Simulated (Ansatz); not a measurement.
The parent structure is AlAs in the zinc blende structure (space group F-43m, No. 216).

```
AlAs
1.0
    0.00000     2.83713     2.83713
    2.83713     0.00000     2.83713
    2.83713     2.83713     0.00000
As Al
1 1
Direct
  0.75000   0.75000   0.75000
  0.00000   0.00000   0.00000
```

Cartesian axes are those of the cell as printed.

Method: Kohn–Sham DFT with the PBEsol functional, run in Ansatz (an electronic-structure program) with PAW and 420 eV plane waves, spin-orbit coupling left out, earlier PAW set.

One thing is altered: tensor shear ε_xz = −2.12 % (engineering shear γ = -0.0424); the atoms relax in the strained cell.

Q: Predict the stress tensor and what it implies for the stiffness.

A: Stress of the strained cell less that of the base (GPa, compression positive):
```
   0.05    0.00    2.18
   0.00   -0.04    0.00
   2.18    0.00    0.05
```

Then −Δσ/γ with γ = 2ε = -0.0424 gives secant stiffness values (nonlinear terms included at this strain): C55 ≈ 52 GPa.

As a check, the harmonic strain energy −½ V₀ Δσ:ε is 6.6 meV/atom; the computed energy rise is 6.6 meV/atom.

Stability against distortions was not tested.
